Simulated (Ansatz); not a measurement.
The starting structures come from a database of crystals and need not be the phases stable at ambient conditions.

Tunnelling through a barrier is set by its complex band structure: the current falls as exp(−2κd) with the smallest κ.

Here is the system:

```
CELL_PARAMETERS angstrom
      3.85882     0.00000     0.00000
      1.92941     6.50375     0.00000
      0.00000     0.05884     4.01819
ATOMIC_POSITIONS crystal
  Nb 0.85348 0.29304 0.93194
  Nb 0.14652 0.70696 0.06806
  O  0.85096 0.29808 0.48437
  O  0.14904 0.70192 0.51563
  O  0.00000 0.00000 0.00000
  O  0.68510 0.62980 0.00543
  O  0.31490 0.37020 0.99457
```

The cell is taken as given; by r2SCAN it stands under a pressure of -6.0 GPa.

Transport runs along the normal of the first two printed cell vectors.

The gap is the functional's own, uncorrected, and κ follows it; spin-orbit coupling is left out. Mid-gap means the computed energy nearest the middle.

Compute, with Ansatz (a quantum-chemistry and plane-wave program) with r2SCAN, the band gap and the smallest decay constant κ at mid-gap.

Gap 2.60 eV on a 8×8×8 mesh; κ = 0.275 1/Å, at the zone centre.
